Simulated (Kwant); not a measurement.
Computed with Kwant: Hückel tight-binding model, one pz orbital an atom, one spin, coherent transport at 0 K. Conductance is in e²/h.

System: π system c1ccc(cc1)-c1cccc(c1)-c1ccccc1 between two chain leads. The π system is taken as planar. Atoms are numbered from 0 in the order of the SMILES. Site energies (eV, carbon 0): [0.0, 0.0, 0.0, 0.0, 0.0, 0.0, 0.0, 0.0, 0.0, 0.0, 0.0, 0.0, 0.0, 0.0, 0.0, 0.0, 0.0, 0.0]. Bonds (i, j, β in eV): (0,1,-2.4) (1,2,-2.4) (2,3,-2.4) (3,4,-2.4) (4,5,-2.4) (3,6,-2.4) (6,7,-2.4) (7,8,-2.4) (8,9,-2.4) (9,10,-2.4) (10,11,-2.4) (10,12,-2.4) (12,13,-2.4) (13,14,-2.4) (14,15,-2.4) (15,16,-2.4) (16,17,-2.4) (5,0,-2.4) (11,6,-2.4) (17,12,-2.4). Leads: chains of hopping −3.6 eV, joined by −1.2 eV to atoms 1 and 11.

Site energies and bond integrals are typed Hückel values.

Sweep values stay those of the base run.

One input was changed, with this effect: transmission at E = 0 < 1e-12 → 0.0069.

Which change was it?
A. contacts moved from atoms [1, 11] to [0, 15]
B. contacts moved from atoms [1, 11] to [0, 2]
C. contacts moved from atoms [1, 11] to [2, 8]
D. contacts moved from atoms [1, 11] to [2, 11]
E. contacts moved from atoms [1, 11] to [7, 8]
F. contacts moved from atoms [1, 11] to [0, 1]

D, contacts moved from atoms [1, 11] to [2, 11]
